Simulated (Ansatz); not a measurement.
# Converging the plane-wave cutoff: Y2In (P3m1, 6 atoms in the cell)

```xyz
6
Lattice="5.3780 0.0000 0.0000 -2.6890 4.6575 0.0000 0.0000 0.0000 6.7500" Properties=species:S:1:pos:R:3 pbc="T T T"
Y      0.0000     0.0000     0.0500
Y      0.0000     0.0000     3.3750
Y      0.0000     3.1050     5.0625
Y      2.6890     1.5525     1.6875
In     0.0000     3.1050     1.6875
In     2.6890     1.5525     5.0625
```
Moments meant for the start (each program seeds them in its own way; μB, in the order of the atoms Y Y Y Y In In): 1.0 1.0 0.0 0.0 0.0 0.0.

Level of theory: PBEsol, default PAW files made with PBE (plane waves; Ansatz, a quantum-chemistry and plane-wave program).

Base settings: basis.ecutwfc = 420 eV; kpoints.mp_grid.grid = 3 3 2; hamiltonian.xc = pbesol; hamiltonian.pseudopotentials = {kind: paw} (the program's default PAW files); magnetization.spin_polarized = true; scf.occupations.method = gaussian; scf.occupations.width = 0.1 eV.

The second cell is the first with its lattice scaled by 0.98.

The mesh stays at the base's, so the ladder's end is converged at best in this setting alone.

The first pressure column holds Ansatz's estimate of the finite-basis (Pulay) stress, which hides part of the cutoff error; the other is without it.

Only quantities that move along the ladder and can be compared are tabulated.

The count of work is k-points × plane waves × bands × iterations; it is no time. 

The starting cell comes from a database of computed structures (which also holds hypothetical and non-ambient phases and stackings), without a prior relaxation at this level. Its lattice was rescaled by up to half a per cent. One atom was moved a little off its site on purpose. The moments shrank to a small part of their start, a low-spin state that need not be the lowest. Without a gap this mesh is coarse (it stands for a supercell whose shortest vector is 14 Å).

```csv
basis.ecutwfc,free energy less the last step's (meV/atom),energy of the compressed cell less the first (meV/atom),pressure (GPa),pressure without the Pulay estimate (GPa),largest difference of a force vector from the last step's (eV/Å),count of work / last
145 eV,24701.98,30.68,-5.19,-481.15,0.055,0.062
170 eV,9837.78,248.92,-2.75,-240.20,0.028,0.070
190 eV,4661.53,96.53,-1.76,-132.78,0.036,0.081
210 eV,2126.89,-56.91,-2.31,-70.67,0.005,0.095
230 eV,930.85,-38.46,-1.72,-36.58,0.005,0.11
250 eV,383.66,-22.11,-1.75,-18.50,0.003,0.12
295 eV,37.48,-2.45,-1.99,-4.35,0.001,0.16
335 eV,3.45,-4.24,-2.01,-2.27,0.000,0.19
380 eV,0.79,-4.14,-2.01,-2.02,0.000,0.23
420 eV,0.57,-4.15,-2.01,-2.02,0.000,0.27
460 eV,0.30,-4.16,-2.01,-2.02,0.000,0.31
505 eV,0.18,-4.16,-2.01,-2.02,0.000,0.35
565 eV,0.12,-4.16,-2.01,-2.02,0.000,0.42
630 eV,0.05,-4.16,-2.01,-2.02,0.000,0.49
735 eV,0.02,-4.17,-2.01,-2.01,0.000,0.62
840 eV,0.01,-4.17,-2.01,-2.01,0.000,0.76
1010 eV,0.00,-4.17,-2.01,-2.01,0.000,1.0
```

Coarsest basis.ecutwfc that holds the pressure without the Pulay estimate within 0.1 GPa of the last step, with all finer ones: 380 eV, at 0.23 of the last step's count of work; the step before is off by 0.26 GPa.

Coarsest basis.ecutwfc that holds the forces within 0.01 eV/Å of the last step, with all finer ones: 210 eV, at 0.095 of the last step's count of work; the step before is off by 0.036 eV/Å.

Coarsest basis.ecutwfc that holds the pressure within 0.1 GPa of the last step, with all finer ones: 295 eV, at 0.16 of the last step's count of work; the step before is off by 0.27 GPa.

The energy difference between the two cells stays within 1 meV/atom of the last step's from 335 eV on, the total only from 380 eV on: much of the error is common to both cells and cancels.

At the lowest cutoff the pressure without the Pulay estimate lies 479 GPa under the last step's, the usual sign of Pulay stress in an incomplete plane-wave basis.

Keys are those of Ansatz 0.2.
